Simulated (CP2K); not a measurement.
**CP2K run on Ca₂Si (Fm-3m, 3 atoms in the cell): self-consistent single point**

Level of theory: CP2K with LDA (Pade form), GPW, DZVP-MOLOPT-SR-GTH basis, GTH-PADE potentials (GTH_POTENTIALS).

Input as run:

```
&GLOBAL
  PROJECT scf
  RUN_TYPE ENERGY_FORCE
  PRINT_LEVEL MEDIUM
&END GLOBAL
&FORCE_EVAL
  METHOD Quickstep
  STRESS_TENSOR ANALYTICAL
  &DFT
    BASIS_SET_FILE_NAME BASIS_MOLOPT
    POTENTIAL_FILE_NAME GTH_POTENTIALS
    &QS
      METHOD GPW
      EPS_DEFAULT 1E-10
    &END QS
    &MGRID
      CUTOFF 500
      REL_CUTOFF 40
      NGRIDS 5
    &END MGRID
    &SCF
      SCF_GUESS ATOMIC
      EPS_SCF 1E-6
      MAX_SCF 100
      ADDED_MOS 5
      &DIAGONALIZATION
        ALGORITHM STANDARD
      &END DIAGONALIZATION
      &MIXING
        METHOD BROYDEN_MIXING
        ALPHA 0.2
        NBUFFER 12
        BETA 1.5
      &END MIXING
      &SMEAR ON
        METHOD FERMI_DIRAC
        ELECTRONIC_TEMPERATURE [K] 580.23
      &END SMEAR
    &END SCF
    &KPOINTS
      SCHEME MONKHORST-PACK 3 3 3
    &END KPOINTS
    &XC
      &XC_FUNCTIONAL PADE
      &END XC_FUNCTIONAL
    &END XC
    &PRINT
      &MO
        EIGENVALUES T
        OCCUPATION_NUMBERS T
        NDIGITS 8
        FILENAME mo
        &EACH
          QS_SCF 0
        &END EACH
        ADD_LAST NUMERIC
      &END MO
      &MULLIKEN ON
      &END MULLIKEN
    &END PRINT
  &END DFT
  &SUBSYS
    &CELL
      ABC 5.04493700 5.04493623 5.04493694
      ALPHA_BETA_GAMMA 60.00000189 60.00000618 60.00000150
      PERIODIC XYZ
    &END CELL
    &COORD
      SCALED
      Ca       0.75000000     0.75000000     0.75000000
      Ca       0.25000000     0.25000000     0.25000000
      Si       0.00000000     0.00000000     0.00000000
    &END COORD
    &KIND Ca
      BASIS_SET DZVP-MOLOPT-SR-GTH-q10
      POTENTIAL GTH-PADE-q10
    &END KIND
    &KIND Si
      BASIS_SET DZVP-MOLOPT-SR-GTH-q4
      POTENTIAL GTH-PADE-q4
    &END KIND
  &END SUBSYS
  &PRINT
    &FORCES ON
    &END FORCES
    &STRESS_TENSOR ON
    &END STRESS_TENSOR
  &END PRINT
&END FORCE_EVAL
```

Log, with long lists cut:

```
 GLOBAL| Method name                                                        CP2K
 GLOBAL| Project name                                                        scf
 GLOBAL| Run type                                                   ENERGY_FORCE

 CELL| Volume [angstrom^3]:                                            90.792966
 CELL| Vector a [angstrom]:       5.045     0.000     0.000   |a| =     5.044937
 CELL| Vector b [angstrom]:       2.522     4.369     0.000   |b| =     5.044936
 CELL| Vector c [angstrom]:       2.522     1.456     4.119   |c| =     5.044937
 CELL| Angle (b,c), alpha [degree]:                                    60.000002
 CELL| Angle (a,c), beta  [degree]:                                    60.000006
 CELL| Angle (a,b), gamma [degree]:                                    60.000002
 CELL| Numerically orthorhombic:                                              NO
 CELL| Periodicity                                                           XYZ

 DFT| Spin restricted Kohn-Sham (RKS) calculation                            RKS
 DFT| Multiplicity                                                             1
 DFT| Number of spin states                                                    1
 DFT| Charge                                                                   0
 DFT| XC density smoothing                                                  NONE
 DFT| XC derivatives                                                          PW

 QS| Method:                                                                 GPW
 QS| Density plane wave grid type                        NON-SPHERICAL FULLSPACE
 QS| Number of grid levels:                                                    5
 QS| Density cutoff [a.u.]:                                                250.0
 QS| Multi grid cutoff [a.u.]: 1) grid level                               250.0
   [... lines left out ...]
 BRILLOUIN| Wavefunction type                                            COMPLEX
 BRILLOUIN| List of Kpoints [2 Pi/Bohr]                                       14
 BRILLOUIN| Number           Weight            X              Y              Z
 BRILLOUIN|     1           0.07407       -0.33333       -0.33333       -0.33333
 BRILLOUIN|     2           0.07407       -0.33333       -0.33333        0.00000
 BRILLOUIN|     3           0.07407       -0.33333       -0.33333        0.33333
   [... 11 lines left out ...]
 *******************************************************************************

 Extrapolation method: initial_guess

 Re-scaling the density matrix to get the right number of electrons
                  # Electrons              Trace(P)               Scaling factor
                           24                24.000                        1.000

 Number of electrons:                                                         24
 Number of occupied orbitals:                                                 12
 Number of molecular orbitals:                                                17

 Number of orbital functions:                                                 41
 Number of independent orbital functions:                                     41
 SCF WAVEFUNCTION OPTIMIZATION

  Step     Update method      Time    Convergence         Total energy    Change
     1 NoMix/Diag. 0.20E+00      -     2.06364140       -77.8087998367 -7.78E+01
     2 Broy./Diag. 0.20E+00      -     0.01638141       -77.2602985766  5.49E-01
     3 Broy./Diag. 0.20E+00      -     0.12968266       -77.2782692936 -1.80E-02
     4 Broy./Diag. 0.20E+00      -     0.00341805       -77.3698549600 -9.16E-02
     5 Broy./Diag. 0.20E+00      -     0.00426658       -77.4790728208 -1.09E-01
     6 Broy./Diag. 0.20E+00      -     0.00106342       -77.4803855617 -1.31E-03
     7 Broy./Diag. 0.20E+00      -     0.00082872       -77.4503859670  3.00E-02
   [... 2 lines left out ...]
    10 Broy./Diag. 0.20E+00      -     0.00005924       -77.4644298798 -3.80E-03
    11 Broy./Diag. 0.20E+00      -     0.00005511       -77.4665460423 -2.12E-03
    12 Broy./Diag. 0.20E+00      -     0.00000500       -77.4668900652 -3.44E-04
    13 Broy./Diag. 0.20E+00      -     0.00000952       -77.4668174110  7.27E-05
    14 Broy./Diag. 0.20E+00      -     0.00000051       -77.4668361487 -1.87E-05
  *** SCF run converged in    14 steps ***

  Electronic density on regular grids:        -23.9999999994        0.0000000006
  Core density on regular grids:               23.9999999983       -0.0000000017
  Total charge density on r-space grids:       -0.0000000012
  Total charge density g-space grids:          -0.0000000012

  Overlap energy of the core charge distribution:               0.00000000000000
  Self energy of the core charge distribution:               -154.92198820961698
  Core Hamiltonian energy:                                     35.71045685156133
  Hartree energy:                                              52.98401202834185
  Exchange-correlation energy:                                -11.23931572003734
  Electronic entropic energy:                                  -0.00000109896259
  Fermi energy:                                                 0.16887256875834

  Total energy:                                               -77.46683614872120
  Total energy (extrapolated to T->0):                        -77.46683559923990

                     Mulliken Population Analysis

 #  Atom  Element  Kind  Atomic population                           Net charge
       1     Ca       1          9.696680                              0.303320
       2     Ca       1          9.696680                              0.303320
       3     Si       2          4.606640                             -0.606640
 # Total charge                             24.000000                 -0.000000

 ENERGY| Total FORCE_EVAL ( QS ) energy [hartree]            -77.466862818559392

 FORCES| Atomic forces [hartree/bohr]
 FORCES|   Atom     x               y               z               |f|
 FORCES|      1 -2.42610744E-07 -1.27755741E-07 -9.93344543E-08   2.91631336E-07
 FORCES|      2  2.42610381E-07  1.32287573E-07  9.66210532E-08   2.92737812E-07
 FORCES|      3  2.10885655E-13 -4.53149033E-09  2.71310170E-09   5.28160255E-09
 FORCES| Sum    -1.52097229E-13  3.40891585E-13 -2.99429874E-13
 FORCES| Total atomic force                                       4.78538284E-13

 STRESS| Analytical stress tensor [bar]
 STRESS|                        x                   y                   z
 STRESS|      x       -1.55857193866E+04   1.15604546597E+00   8.17614921362E-01
 STRESS|      y        1.15604546597E+00  -1.55869588279E+04   4.34381132604E-01
 STRESS|      z        8.17614921362E-01   4.34381132604E-01  -1.55873646795E+04
 STRESS| 1/3 Trace                                            -1.55866809647E+04
```

The run converged in 14 iterations.

The starting cell comes from a database of computed structures (which also holds hypothetical and non-ambient phases and stackings), without a prior relaxation at this level. Its lattice was rescaled by up to half a per cent. Values carry the incompleteness of an atom-centred basis.
